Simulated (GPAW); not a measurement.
## GPAW run on KMo₃S₃ (P6_3/m, 14 atoms in the cell): self-consistent single point

Computed with PBEsol, GPAW PAW datasets PBEsol (made by gpaw-setup) (plane waves; GPAW).

This input was run:

```python
from ase import Atoms
from ase.dft.kpoints import monkhorst_pack
from ase.units import GPa
from gpaw import GPAW

atoms = Atoms(['K', 'K', 'Mo', 'Mo', 'Mo', 'Mo', 'Mo', 'Mo', 'S', 'S', 'S', 'S', 'S', 'S'],
              cell=[[8.974258, 0.000000, 0.000000],
                    [-4.487129, 7.771936, 0.000000],
                    [0.000000, 0.000000, 4.480114]],
              positions=[[-0.000004, 5.181293, 3.360086],
                         [4.487133, 2.590643, 1.120029],
                         [-3.508352, 6.581042, 3.360086],
                         [7.995481, 1.190894, 1.120029],
                         [1.520733, 0.252199, 1.120029],
                         [2.966396, 7.519737, 3.360086],
                         [0.541955, 1.443093, 3.360086],
                         [3.945174, 6.328843, 1.120029],
                         [2.874859, 0.497326, 3.360086],
                         [1.612270, 7.274610, 1.120029],
                         [1.006732, 2.738364, 1.120029],
                         [3.480397, 5.033572, 3.360086],
                         [7.106132, 2.241038, 3.360086],
                         [-2.619003, 5.530898, 1.120029]],
              pbc=True)

calc = GPAW(mode={'name': 'pw', 'ecut': 550},
            xc='PBEsol',
            kpts=monkhorst_pack((3, 3, 5)) + [0.5 / 3, 0.5 / 3, 0.5 / 5],
            occupations={'name': 'fermi-dirac', 'width': 0.136},
            nbands=-18,
            convergence={'density': 1e-05, 'energy': 1e-05},
            symmetry={'symmorphic': False, 'tolerance': 0.0005},
            maxiter=120,
            txt='-')

atoms.calc = calc

energy = atoms.get_potential_energy()
print('Energy (eV):', round(energy, 6))
forces = atoms.get_forces()
print('Forces (eV/Ang):')
print(forces.round(5))
stress = atoms.get_stress()
print('Stress (GPa, Voigt):', (stress / GPa).round(4))
```

The program printed (abridged):

```
Input parameters:
  convergence: {density: 1e-05,
                energy: 1e-05}
  kpts: [[-0.16666667 -0.16666667 -0.3       ],
         [-0.16666667 -0.16666667 -0.1       ],
         [-0.16666667 -0.16666667  0.1       ],
         ...,
         [ 0.5         0.5         0.1       ],
         [ 0.5         0.5         0.3       ],
         [ 0.5         0.5         0.5       ]]
  maxiter: 120
  mode: {ecut: 550,
         name: pw}
  nbands: -18
  occupations: {name: fermi-dirac,
                width: 0.136}
  symmetry: {symmorphic: False,
             tolerance: 0.0005}
  xc: PBEsol

species:
  K:
    name: Potassium
    Z: 19.0
    valence: 9
    core: 10
    charge: 0.0
    file: K.PBEsol.gz

    # Using partial waves for K as LCAO basis

  Mo:
    name: Molybdenum
    Z: 42.0
    valence: 14
    core: 28
    charge: 0.0
    file: Mo.PBEsol.gz

    # Using partial waves for Mo as LCAO basis

  S:
    name: Sulfur
    Z: 16.0
    valence: 6
    core: 10
    charge: 0.0
    file: S.PBEsol.gz

    # Using partial waves for S as LCAO basis

Reference energy: -758210.314501  # eV

Spin-paired calculation

Convergence criteria:
 Maximum [total energy] change in last 3 cyles: 1e-05 eV / valence electron
 Maximum integral of absolute [dens]ity change: 1e-05 electrons / valence electron
 Maximum integral of absolute [eigenst]ate change: 4e-08 eV^2 / valence electron
 Maximum number of scf [iter]ations: 120

Symmetries present (total): 12
Symmetries with fractional translations: 6

  ( 1  1  0) + (   0)  ( 1  0  0) + (   0)  ( 0  1  0) + (   0)
  (-1  0  0) + (   0)  ( 0  1  0) + (   0)  (-1 -1  0) + (   0)
  ( 0  0 -1) + (   0)  ( 0  0  1) + (   0)  ( 0  0  1) + (   0)

  ( 0 -1  0) + (   0)  (-1  0  0) + (   0)  (-1 -1  0) + (   0)
  ( 1  1  0) + (   0)  ( 0 -1  0) + (   0)  ( 1  0  0) + (   0)
  ( 0  0 -1) + (   0)  ( 0  0 -1) + (   0)  ( 0  0  1) + (   0)

  ( 1  1  0) + (   0)  ( 1  0  0) + (   0)  ( 0  1  0) + (   0)
  (-1  0  0) + (   0)  ( 0  1  0) + (   0)  (-1 -1  0) + (   0)
  ( 0  0  1) + (-1/2)  ( 0  0 -1) + ( 1/2)  ( 0  0 -1) + ( 1/2)

  ( 0 -1  0) + (   0)  (-1  0  0) + (   0)  (-1 -1  0) + (   0)
  ( 1  1  0) + (   0)  ( 0 -1  0) + (   0)  ( 1  0  0) + (   0)
  ( 0  0  1) + (-1/2)  ( 0  0  1) + (-1/2)  ( 0  0 -1) + ( 1/2)
Note: your k-points are not as symmetric as your crystal!
45 k-points: 3 x 3 x 5 Monkhorst-Pack grid + [1/6,1/6,1/10]
15 k-points in the irreducible part of the Brillouin zone
       k-points in crystal coordinates                weights
   0:     0.16666667   -0.16666667    0.10000000          4/45
   1:     0.16666667   -0.16666667    0.30000000          4/45
   2:     0.16666667   -0.16666667    0.50000000          2/45
   3:     0.16666667    0.16666667    0.10000000          4/45
   4:     0.16666667    0.16666667    0.30000000          4/45
   5:     0.16666667    0.16666667    0.50000000          2/45
   6:     0.16666667    0.50000000    0.10000000          4/45
   7:     0.16666667    0.50000000    0.30000000          4/45
   8:     0.16666667    0.50000000    0.50000000          2/45
   9:     0.50000000    0.16666667    0.10000000          4/45
          ...
  14:     0.50000000    0.50000000    0.50000000          1/45

Wave functions: Plane wave expansion
  Cutoff energy: 550.000 eV
  Number of coefficients (min, max): 9126, 9174
  Pulay-stress correction: 0.000000 eV/Ang^3 (de/decut=0.000000)

Occupation numbers: Fermi-Dirac:
  width: 0.1360  # eV

Eigensolver

Densities:
  Coarse grid: 49*49*28 grid
  Fine grid: 98*98*56 grid
  Total Charge: 0.000000

Density mixing:
  Method: separate
  Backend: pulay
  Linear mixing parameter: 0.05
  old densities: 5
  Damping of long wavelength oscillations: 50

Hamiltonian:
  XC and Coulomb potentials evaluated on a 98*98*56 grid
  External potential:
    NoExternalPotential

XC parameters: PBEsol with 2 nearest neighbor stencil

Number of atoms: 14
Number of atomic orbitals: 112
Number of bands in calculation: 87
Number of valence electrons: 138
Bands to converge: occupied

Density initialized from atomic densities
  87 bands from LCAO basis set

Atomic positions and initial magnetic moments

Positions:
   0 K     -0.000004    5.181293    3.360086    ( 0.0000,  0.0000,  0.0000)
   1 K      4.487133    2.590643    1.120029    ( 0.0000,  0.0000,  0.0000)
   2 Mo    -3.508352    6.581042    3.360086    ( 0.0000,  0.0000,  0.0000)
   3 Mo     7.995481    1.190894    1.120029    ( 0.0000,  0.0000,  0.0000)
   4 Mo     1.520733    0.252199    1.120029    ( 0.0000,  0.0000,  0.0000)
   5 Mo     2.966396    7.519737    3.360086    ( 0.0000,  0.0000,  0.0000)
   6 Mo     0.541955    1.443093    3.360086    ( 0.0000,  0.0000,  0.0000)
   7 Mo     3.945174    6.328843    1.120029    ( 0.0000,  0.0000,  0.0000)
   8 S      2.874859    0.497326    3.360086    ( 0.0000,  0.0000,  0.0000)
   9 S      1.612270    7.274610    1.120029    ( 0.0000,  0.0000,  0.0000)
  10 S      1.006732    2.738364    1.120029    ( 0.0000,  0.0000,  0.0000)
  11 S      3.480397    5.033572    3.360086    ( 0.0000,  0.0000,  0.0000)
  12 S      7.106132    2.241038    3.360086    ( 0.0000,  0.0000,  0.0000)
  13 S     -2.619003    5.530898    1.120029    ( 0.0000,  0.0000,  0.0000)

Unit cell:
           periodic     x           y           z      points  spacing
  1. axis:    yes    8.974258    0.000000    0.000000    49     0.1586
  2. axis:    yes   -4.487129    7.771936    0.000000    49     0.1586
  3. axis:    yes    0.000000    0.000000    4.480114    28     0.1600

  Lengths:   8.974258   8.974259   4.480114
  Angles:   90.000000  90.000000 119.999998

Effective grid spacing dv^(1/3) = 0.1669

     iter     time        total  log10-change:
                         energy   eigst   dens
iter:   1 --:--:--  -119.345342
iter:   2 --:--:--  -118.542695   -0.50  -1.18
iter:   3 --:--:--  -113.899778   -0.67  -1.21
iter:   4 --:--:--  -113.121906   -1.02  -1.46
iter:   5 --:--:--  -113.304009   -1.20  -1.62
iter:   6 --:--:--  -114.600461   -0.91  -1.75
iter:   7 --:--:--  -113.054475   -1.65  -1.60
iter:   8 --:--:--  -112.913342   -1.83  -2.10
iter:   9 --:--:--  -112.917225   -2.84  -2.58
iter:  10 --:--:--  -112.916441   -3.16  -2.53
iter:  11 --:--:--  -112.892109   -2.76  -2.48
iter:  12 --:--:--  -112.893316   -3.58  -3.26
iter:  13 --:--:--  -112.892357c  -4.45  -3.17
iter:  14 --:--:--  -112.892378c  -5.40  -3.29
iter:  15 --:--:--  -112.892888c  -4.41  -3.52
iter:  16 --:--:--  -112.892443c  -5.02  -3.44
iter:  17 --:--:--  -112.892431c  -5.73  -4.03
iter:  18 --:--:--  -112.892445c  -7.10  -4.11
iter:  19 --:--:--  -112.892448c  -7.16  -4.16
iter:  20 --:--:--  -112.892434c  -6.43  -4.22
iter:  21 --:--:--  -112.892442c  -6.52  -4.20
iter:  22 --:--:--  -112.892433c  -6.59  -4.34
iter:  23 --:--:--  -112.892443c  -6.91  -4.29
iter:  24 --:--:--  -112.892448c  -7.06  -4.66
iter:  25 --:--:--  -112.892440c  -7.25  -4.61
iter:  26 --:--:--  -112.892441c  -8.62c -4.91
iter:  27 --:--:--  -112.892439c  -9.12c -4.98
iter:  28 --:--:--  -112.892434c  -7.78c -5.03c

Converged after 28 iterations.

Dipole moment: (0.000000, 0.000000, 0.000049) |e|*Ang

Energy contributions relative to reference atoms: (reference = -758210.314501)

Kinetic:        -78.247416
Potential:      +43.293521
External:        +0.000000
XC:             -75.043298
Entropy (-ST):   -0.136678
Local:           -2.826902
SIC:             +0.000000
--------------------------
Free energy:   -112.960773
Extrapolated:  -112.892434

Showing only first 2 kpts
 Kpt  Band  Eigenvalues  Occupancy
  0    67      5.64330    1.99984
  0    68      5.86568    1.99917
  0    69      7.30836    0.11252
  0    70      7.33824    0.09134

  1    67      5.39251    1.99997
  1    68      5.61149    1.99987
  1    69      7.55320    0.01951
  1    70      7.57845    0.01623

Fermi level: 6.92486

No gap
No difference between direct/indirect transitions
Energy (eV): -112.892434

Forces in eV/Ang:
  0 K    -0.00000    0.00000   -0.00000
  1 K     0.00000   -0.00000   -0.00000
  2 Mo   -0.21505    0.31391    0.00000
  3 Mo    0.21505   -0.31391   -0.00000
  4 Mo   -0.37938   -0.02928    0.00000
  5 Mo    0.37938    0.02928   -0.00000
  6 Mo   -0.16433   -0.34319   -0.00000
  7 Mo    0.16433    0.34319   -0.00000
  8 S    -0.88865   -0.17861    0.00000
  9 S     0.88865    0.17861    0.00000
 10 S    -0.28964   -0.85890    0.00000
 11 S     0.28964    0.85890    0.00000
 12 S     0.59901   -0.68029   -0.00000
 13 S    -0.59901    0.68029   -0.00000

Stress tensor:
     0.037156    -0.000000     0.000000
    -0.000000     0.037156     0.000000
     0.000000     0.000000     0.045839
Stress (GPa, Voigt): [ 5.953   5.953   7.3442  0.      0.     -0.    ]
```

The run converged in 28 iterations. GPAW prints stress with tension positive.

The starting cell comes from a database of computed structures (which also holds hypothetical and non-ambient phases and stackings), without a prior relaxation at this level. Its lattice was rescaled by a random factor within 2.5 % of one. Spin polarisation is off. With a pressure of about -6 GPa the cell is away from its equilibrium volume at this level.

Cost on one core of a shared machine: roughly 10 min.
